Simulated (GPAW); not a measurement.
**Worked example: self-consistent single point of Al3Ir (P6_3/mmc, 8 atoms in the cell) in GPAW**

Level of theory: PBEsol, GPAW PAW datasets PBEsol (made by gpaw-setup) (plane waves; GPAW).

Input as run:

```python
from ase import Atoms
from ase.units import GPa
from gpaw import GPAW, PW

atoms = Atoms(['Al', 'Al', 'Al', 'Al', 'Al', 'Al', 'Ir', 'Ir'],
              cell=[[4.373467, 0.000000, 0.000000],
                    [-2.186734, 3.787534, 0.000000],
                    [0.000000, 0.000000, 7.928107]],
              positions=[[0.000000, 0.000000, 1.982027],
                         [0.000000, 0.000000, 5.946080],
                         [-0.000003, 2.525024, 4.597430],
                         [2.186736, 1.262510, 3.330677],
                         [2.186736, 1.262510, 0.633376],
                         [-0.000003, 2.525024, 7.294731],
                         [-0.000003, 2.525024, 1.982027],
                         [2.186736, 1.262510, 5.946080]],
              pbc=True)

calc = GPAW(mode=PW(600),
            xc='PBEsol',
            kpts={'size': (7, 7, 4), 'gamma': True},
            occupations={'name': 'methfessel-paxton', 'width': 0.136, 'order': 0},
            nbands=-16,
            convergence={'forces': 0.001},
            symmetry={'symmorphic': False, 'tolerance': 0.0005},
            maxiter=100,
            txt='-')

atoms.calc = calc

energy = atoms.get_potential_energy()
print('Energy (eV):', round(energy, 6))
forces = atoms.get_forces()
print('Forces (eV/Ang):')
print(forces.round(5))
stress = atoms.get_stress()
print('Stress (GPa, Voigt):', (stress / GPa).round(4))
```

Output (repeated stretches shortened):

```
Input parameters:
  convergence: {forces: 0.001}
  kpts: {gamma: True,
         size: (7, 7, 4)}
  maxiter: 100
  mode: {ecut: 600.0,
         name: pw}
  nbands: -16
  occupations: {name: methfessel-paxton,
                order: 0,
                width: 0.136}
  symmetry: {symmorphic: False,
             tolerance: 0.0005}
  xc: PBEsol

species:
  Al:
    name: Aluminium
    Z: 13.0
    valence: 3
    core: 10
    charge: 0.0
    file: Al.PBEsol.gz

    # Using partial waves for Al as LCAO basis

  Ir:
    name: Iridium
    Z: 77.0
    valence: 15
    core: 62
    charge: 0.0
    file: Ir.PBEsol.gz

    # Using partial waves for Ir as LCAO basis

Reference energy: -1008236.530004  # eV

Spin-paired calculation

Convergence criteria:
 Maximum [total energy] change in last 3 cyles: 0.0005 eV / valence electron
 Maximum integral of absolute [dens]ity change: 0.0001 electrons / valence electron
 Maximum integral of absolute [eigenst]ate change: 4e-08 eV^2 / valence electron
 Maximum change in the atomic [forces] across last 2 cycles: 0.001 eV/Ang OR
Maximum error relative to the maximum force is below inf
 Maximum number of scf [iter]ations: 100

Symmetries present (total): 24
Symmetries with fractional translations: 12
196 k-points: 7 x 7 x 4 Monkhorst-Pack grid + [0.000000,0.000000,1/8]
24 k-points in the irreducible part of the Brillouin zone
       k-points in crystal coordinates                weights
   0:     0.00000000    0.00000000    0.00000000          1/196
   1:     0.00000000    0.00000000    0.25000000          2/196
   2:     0.00000000    0.00000000    0.50000000          1/196
   [... 7 lines left out ...]
          ...
  23:     0.42857143    0.42857143    0.50000000          6/196

Wave functions: Plane wave expansion
  Cutoff energy: 600.000 eV
  Number of coefficients (min, max): 4333, 4400
  Pulay-stress correction: 0.000000 eV/Ang^3 (de/decut=0.000000)

Occupation numbers: Methfessel-Paxton:
  width: 0.1360  # eV
  order: 0

Eigensolver

Densities:
  Coarse grid: 25*25*48 grid
  Fine grid: 50*50*96 grid
  Total Charge: 0.000000

Density mixing:
  Method: separate
  Backend: pulay
  Linear mixing parameter: 0.05
  old densities: 5
  Damping of long wavelength oscillations: 50

Hamiltonian:
  XC and Coulomb potentials evaluated on a 50*50*96 grid
  External potential:
    NoExternalPotential

XC parameters: PBEsol with 2 nearest neighbor stencil

Number of atoms: 8
Number of atomic orbitals: 48
Number of bands in calculation: 40
Number of valence electrons: 48
Bands to converge: occupied

Density initialized from atomic densities
  40 bands from LCAO basis set

Atomic positions and initial magnetic moments

Positions:
   0 Al     0.000000    0.000000    1.982027    ( 0.0000,  0.0000,  0.0000)
   1 Al     0.000000    0.000000    5.946080    ( 0.0000,  0.0000,  0.0000)
   2 Al    -0.000003    2.525024    4.597430    ( 0.0000,  0.0000,  0.0000)
   3 Al     2.186736    1.262510    3.330677    ( 0.0000,  0.0000,  0.0000)
   4 Al     2.186736    1.262510    0.633376    ( 0.0000,  0.0000,  0.0000)
   5 Al    -0.000003    2.525024    7.294731    ( 0.0000,  0.0000,  0.0000)
   6 Ir    -0.000003    2.525024    1.982027    ( 0.0000,  0.0000,  0.0000)
   7 Ir     2.186736    1.262510    5.946080    ( 0.0000,  0.0000,  0.0000)

Unit cell:
           periodic     x           y           z      points  spacing
  1. axis:    yes    4.373467    0.000000    0.000000    25     0.1515
  2. axis:    yes   -2.186734    3.787534    0.000000    25     0.1515
  3. axis:    yes    0.000000    0.000000    7.928107    48     0.1652

  Lengths:   4.373467   4.373468   7.928107
  Angles:   90.000000  90.000000 120.000003

Effective grid spacing dv^(1/3) = 0.1636

     iter     time        total  log10-change:
                         energy   eigst   dens  force
iter:   1 --:--:--   -50.790692
iter:   2 --:--:--   -50.727294   -0.85  -1.01
iter:   3 --:--:--   -50.200236   -1.49  -1.03
iter:   4 --:--:--   -50.077753   -2.32  -1.21
iter:   5 --:--:--   -50.089514   -1.61  -1.48
iter:   6 --:--:--   -50.012864   -2.36  -1.91
iter:   7 --:--:--   -49.976337   -2.74  -1.81
iter:   8 --:--:--   -49.975626   -3.21  -2.30
iter:   9 --:--:--   -49.970521c  -3.69  -2.53
iter:  10 --:--:--   -49.970277c  -4.46  -2.90
iter:  11 --:--:--   -49.970278c  -5.98  -3.42
iter:  12 --:--:--   -49.970279c  -6.19  -3.43
iter:  13 --:--:--   -49.970295c  -6.10  -3.43
iter:  14 --:--:--   -49.970263c  -6.09  -3.49
iter:  15 --:--:--   -49.970261c  -7.27  -3.84
iter:  16 --:--:--   -49.970263c  -6.48  -3.89
iter:  17 --:--:--   -49.970260c  -7.62c -4.14c
iter:  18 --:--:--   -49.970261c  -8.70c -4.24c -2.96
iter:  19 --:--:--   -49.970261c  -7.16  -4.33c
iter:  20 --:--:--   -49.970261c  -9.03c -4.87c -2.42
iter:  21 --:--:--   -49.970261c  -9.42c -5.24c -4.43c

Converged after 21 iterations.

Dipole moment: (-0.000000, -0.000000, 0.000000) |e|*Ang

Energy contributions relative to reference atoms: (reference = -1008236.530004)

Kinetic:         +8.111587
Potential:       -0.976728
External:        +0.000000
XC:             -56.735336
Entropy (-ST):   -0.018761
Local:           -0.360403
SIC:             +0.000000
--------------------------
Free energy:    -49.979642
Extrapolated:   -49.970261

Showing only first 2 kpts
 Kpt  Band  Eigenvalues  Occupancy
  0    22      8.78302    0.12419
  0    23      9.33915    0.00000
  0    24     10.11189    0.00000
  0    25     10.11189    0.00000

  1    22      8.89894    0.00609
  1    23      9.15262    0.00000
  1    24      9.55498    0.00000
  1    25      9.55499    0.00000

Fermi level: 8.63517

No gap
No difference between direct/indirect transitions
Energy (eV): -49.970261

Forces in eV/Ang:
  0 Al    0.00000   -0.00000   -0.00000
  1 Al   -0.00000    0.00000    0.00000
  2 Al    0.00000    0.00000   -0.07530
  3 Al   -0.00000   -0.00000    0.07530
  4 Al   -0.00000   -0.00000   -0.07530
  5 Al    0.00000    0.00000    0.07530
  6 Ir    0.00000    0.00000    0.00000
  7 Ir   -0.00000   -0.00000    0.00000

Stress tensor:
     0.062312     0.000000     0.000000
     0.000000     0.062312     0.000000
     0.000000     0.000000     0.057740
Stress (GPa, Voigt): [9.9835 9.9835 9.251  0.     0.     0.    ]
```

The run converged in 21 iterations. GPAW prints stress with tension positive.

The starting cell comes from a database of computed structures (which also holds hypothetical and non-ambient phases and stackings), without a prior relaxation at this level. Its lattice was rescaled by a random factor within 2.5 % of one. Spin-orbit coupling is off. Spin polarisation is off. With a pressure of about -10 GPa the cell is away from its equilibrium volume at this level.

Cost on one core of a shared machine: roughly 90 s.
